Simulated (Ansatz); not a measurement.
**Computed paths: interstitial Ag in beta Si3N4, charge state +1**

Consider interstitial Ag in beta Si3N4, charge state +1. Method: PBE, PAW (plane waves to 420 eV; Ansatz, a first-principles code).

Cell of 84 host sites held at the relaxed PBE lattice; the Γ point alone; Fermi-Dirac width 0.01 eV, spin-restricted; finite-size errors left in. Static, classical nuclei. The charge state is imposed; whether it is stable for some Fermi level was not computed. Sites that were not tried may lie lower.

Barriers: single points on a 2×2×2 k-point mesh shifted by half a step along c at the bands' geometries.

```tsv
Route	Start site over the lowest site run (eV)	Hop (Å)	Forward barrier (eV)	Backward barrier (eV)	Neighbours at the start	Neighbours at the saddle	Saddle order	Forward, on the band's own sampling (eV)
a direct jump of one Ag atom	0.00	1.48	0.08	0.08	N at 2.38, 2 N at 2.40, N at 2.82, 2 N at 2.83, 2 N at 2.85, N at 2.86; Si at 2.74, Si at 2.75, Si at 2.76, 2 Si at 3.09 Å	2 N at 2.51, 2 N at 2.53, 2 N at 2.54, 2 N at 3.26; 2 Si at 2.83, 2 Si at 2.84, 2 Si at 2.85 Å	not checked, on a symmetry element	0.08
```

Paths come from CI-NEB runs.  A band can be held on a symmetry element, so unchecked saddle points there may be too high. A further band (a direct jump of one Ag atom, 2.94 Å) gave 0.078 eV forward on its own sampling, 0.078 eV above the lowest site run, but a shoulder points to a second hump between its images, so it is not taken as a result.

The whole set of runs took around 1.1 core-hours (rough).
